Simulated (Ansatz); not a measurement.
Defect migration in silicon: interstitial Ni, neutral cell. Level of theory: PBE, PAW (plane waves to 420 eV; Ansatz, a program for electronic structure).

Settings: 216 host sites, the relaxed PBE lattice, one k-point at (0.250, 0.250, 0.250), smearing 0.01 eV, spin-restricted, no image-charge correction. Energies are static. The charge state is imposed; whether it is stable for some Fermi level was not computed. Sites that were not tried may lie lower.

Barriers: single points on a 2×2×2 k-point mesh shifted by half a step at the bands' geometries.

The step: a direct jump of one Ni atom. Atoms about the jump, Cartesian Å from the middle of the jump, before and after:

```json
[
 {"atom": "Ni1", "x0": "-0.44", "y0": "0.44", "z0": "0.00", "x1": "0.44", "y1": "-0.44", "z1": "0.00"},
 {"atom": "Si2", "x0": "1.44", "y0": "1.39", "z0": "-0.94", "x1": "1.39", "y1": "1.44", "z1": "-0.94"},
 {"atom": "Si3", "x0": "-1.39", "y0": "-1.44", "z0": "-0.95", "x1": "-1.44", "y1": "-1.39", "z1": "-0.95"},
 {"atom": "Si4", "x0": "-1.39", "y0": "1.39", "z0": "1.88", "x1": "-1.35", "y1": "1.35", "z1": "1.79"},
 {"atom": "Si5", "x0": "1.35", "y0": "-1.35", "z0": "1.79", "x1": "1.39", "y1": "-1.39", "z1": "1.88"},
 {"atom": "Si6", "x0": "-0.01", "y0": "0.00", "z0": "-2.31", "x1": "0.00", "y1": "-0.01", "z1": "-2.31"},
 {"atom": "Si7", "x0": "-0.01", "y0": "2.76", "z0": "0.44", "x1": "0.00", "y1": "2.76", "z1": "0.44"},
 {"atom": "Si8", "x0": "2.76", "y0": "0.00", "z0": "0.44", "x1": "2.76", "y1": "-0.01", "z1": "0.44"},
 {"atom": "Si9", "x0": "-2.75", "y0": "0.00", "z0": "0.44", "x1": "-2.76", "y1": "0.00", "z1": "0.44"},
 {"atom": "Si10", "x0": "0.00", "y0": "-2.76", "z0": "0.44", "x1": "0.00", "y1": "-2.75", "z1": "0.44"},
 {"atom": "Si11", "x0": "0.00", "y0": "0.00", "z0": "3.21", "x1": "0.00", "y1": "0.00", "z1": "3.21"}
]
```

Question: Give the saddle-point geometry and the barrier.

Answer: 
```tsv
atom	x	y	z
Ni1	0.08	0.09	0.32
Si2	1.43	1.44	-0.99
Si3	-1.39	-1.38	-0.93
Si4	-1.38	1.37	1.82
Si5	1.37	-1.37	1.82
Si6	0.01	0.01	-2.28
Si7	0.01	2.72	0.42
Si8	2.72	0.02	0.42
Si9	-2.74	0.00	0.44
Si10	-0.01	-2.74	0.44
Si11	-0.01	0.00	3.18
```
It lies 0.079 eV above the start and 0.079 eV above the end. The check of the saddle point's order was inconclusive, and it lies on a symmetry element of the cell, where a band can be held. Symmetry-equivalent saddle points exist between the same ends.
